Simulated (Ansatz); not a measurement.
For SnSe (model structure, started from the 4H type, P6₃mc, No. 186, 8 atoms in the cell), PBE-D3(BJ) (Ansatz, a quantum-chemistry and plane-wave program, plane waves, PAW) gives:

- lattice parameter a = 5.085 Å
- lattice parameter c = 11.875 Å
- cohesive energy = 3.50 eV/atom

Question: What does r²SCAN (Ansatz, PAW) give for the same quantities?

Answer: 
- lattice constant a: 5.085 Å (is nearly the same)
- lattice parameter c: 11.907 Å (goes up by 0.3 %)
- cohesive energy: 3.17 eV/atom (shrinks by 0.33 eV/atom)

Changes are worked out from the printed values.

Unless a cell is named, each level is at its own relaxed cell (PBE-D3(BJ) 33.24, r²SCAN 33.33 Å³/atom).

Levels without +SOC leave out spin–orbit coupling, which shifts energies and cells of such heavy elements.

Caveats: a distance lies near a switch of the dispersion term, which can move the cell (PBE-D3(BJ)). Ansatz's density-functional and Hartree–Fock values are scalar-relativistic unless marked +SOC, with PAW data made under PBE.

A model structure was made by putting elements into a prototype or built by hand; it is no filed structure, need not be a known phase, and can be a saddle point held by its symmetry.
